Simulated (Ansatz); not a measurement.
Band structure of BaSn3S4 (Pm, 8 atoms in the cell).

```
CELL_PARAMETERS angstrom
      4.44901     0.00000     0.00000
      0.00000     4.20507     0.00000
     -0.10178     0.00000    11.74555
ATOMIC_POSITIONS crystal
  Ba 0.41811 0.50000 0.61265
  Sn 0.14952 0.50000 0.10585
  Sn 0.63280 0.00000 0.35863
  Sn 0.87009 0.00000 0.87999
  S  0.48191 0.50000 0.88226
  S  0.00887 0.50000 0.35101
  S  0.51747 0.00000 0.14764
  S  0.92122 0.00000 0.66198
```

Level of theory: LDA (PW92), PAW files made with PBE (plane waves; Ansatz, an electronic-structure program).

Settings: basis.ecutwfc = 30.9 Ry; kpoints.mp_grid.grid = 3 4 2; hamiltonian.xc = lda; hamiltonian.pseudopotentials = {kind: paw} (the program's default PAW files); scf.occupations.method = fermi_dirac; scf.occupations.width = 0.0037 Ry; kpoints.band_path.npoints = 8.

The starting cell comes from a database of computed structures (which also holds hypothetical and non-ambient phases and stackings), without a prior relaxation at this level.

Predict the gap along the standard path and the places of the band edges.

The gap along the path is 0.79 eV, from X to C; the smallest direct gap on it is 0.83 eV. Another conduction valley lies within 0.1 eV, so the order of the valleys is not sure.

Levels in eV from the top of the valence band on the path, bands 35 to 42:
| point | 35 | 36 | 37 | 38 | 39 | 40 | 41 | 42 |
|---|---|---|---|---|---|---|---|---|
| Γ | -1.50 | -1.20 | -1.15 | -0.97 | 1.39 | 1.78 | 2.24 | 2.50 |
| Y | -1.42 | -1.21 | -1.11 | -0.95 | 1.30 | 1.97 | 2.10 | 2.62 |
| H | -1.76 | -0.90 | -0.64 | -0.08 | 0.79 | 1.14 | 1.43 | 1.87 |
| C | -1.76 | -0.90 | -0.64 | -0.08 | 0.79 | 1.14 | 1.43 | 1.87 |
| E | -1.85 | -1.83 | -1.42 | -1.34 | 2.10 | 2.13 | 2.61 | 3.48 |
| M1 | -1.85 | -1.83 | -1.42 | -1.34 | 2.10 | 2.13 | 2.61 | 3.48 |
| A | -1.79 | -1.60 | -1.49 | -1.44 | 2.47 | 2.53 | 2.81 | 3.41 |
| X | -1.76 | -0.91 | -0.69 | 0.00 | 0.83 | 1.03 | 1.44 | 1.85 |
| H1 | -1.76 | -0.90 | -0.64 | -0.08 | 0.79 | 1.14 | 1.43 | 1.87 |

Keys are those of Ansatz 0.2.
